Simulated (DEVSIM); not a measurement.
Device: Si n-i-p diode, at 250 K.

Layer 1 from the left is Si, thickness (μm) 0.210, Nd (cm⁻³) 9.1e18, τn (s) 5.5e-5, τp (s) 5.5e-5. Layer 2 from the left is Si, thickness (μm) 11.0, Na (cm⁻³) 1.2e11, τn (s) 1.7e-6, τp (s) 5.5e-5. Layer 3 from the left is Si, thickness (μm) 1.80, Na (cm⁻³) 4e18, τn (s) 5.5e-5, τp (s) 5.5e-5.

Left contact: ohmic. Right contact: ohmic. Voltage is applied to the left contact. Recombination: SRH at mid-gap. Mobility is μmin + (μ − μmin)/(1 + (N/Nref)^α).

This is a model device: material constants are rounded textbook-type values typed into the input, and sizes, dopings and lifetimes were drawn at random. Values at 300 K; Nc and Nv go as T^1.5, mobilities as T to minus their exponent, the gap by Varshni's rule with the affinity fixed.

Si: gap (eV) 1.124, affinity (eV) 4.05, permittivity 11.7, Nc (cm⁻³) 2.86e19, Nv (cm⁻³) 3.1e19, μn (cm²/Vs) 1417, μp (cm²/Vs) 470, μn,min 52, μp,min 45, Nref,n 9.7e16, Nref,p 2.2e17, αn 0.68, αp 0.72, T exponent of μn 2.3, T exponent of μp 2.2, Varshni α (eV/K) 0.000473, Varshni β (K) 636.

Simulated with DEVSIM: 1D drift-diffusion, Boltzmann statistics, complete ionisation; no tunnelling, impact ionisation, image-force lowering or self-heating.

### Question
What does the simulation give for the dark forward voltage at 1 A/cm², the dark forward voltage at 100 A/cm²?

### Answer
dark forward voltage at 1 A/cm² 0.831 V; dark forward voltage at 100 A/cm² 0.934 V.
